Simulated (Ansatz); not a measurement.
The starting structures come from a database of crystals and need not be the phases stable at ambient conditions.

Consider the following.

```
CELL_PARAMETERS angstrom
      4.50617     0.00000     0.00000
      0.00000     4.50617     0.00000
      0.00000     0.00000     6.34882
ATOMIC_POSITIONS crystal
  Al 0.00000 0.00000 0.00000
  In 0.50000 0.50000 0.50000
  Sb 0.00000 0.50000 0.23337
  Sb 0.50000 0.00000 0.76663
```

Space group of this cell: P-4m2. The cell is taken as given.

Method: r2SCAN (plane waves, PAW; Ansatz, a first-principles code).

The current runs along the normal of the first two printed vectors; no spin-orbit coupling. Scaled by the factor s: the length along the current (ions clamped). Meshes 8×8×6 and 8×8 across the current in all rows.

```tsv
s	mean pressure (GPa)	band gap (eV)
0.97	1.5	?
1.00	-0.1	0.94
1.03	-1.5	0.67
```

Q: Take the slope of the band gap against ln s from the two given rows, extrapolate to s = 0.97, and say what the run there gives.

A: Slope = (0.67 − 0.94) / ln 1.03 = -9.13 eV. The line gives 0.94 + (-9.13) × ln 0.97 = 1.22 eV. The run gives 1.15 eV, 0.07 eV under the line, 25 % of the predicted step.
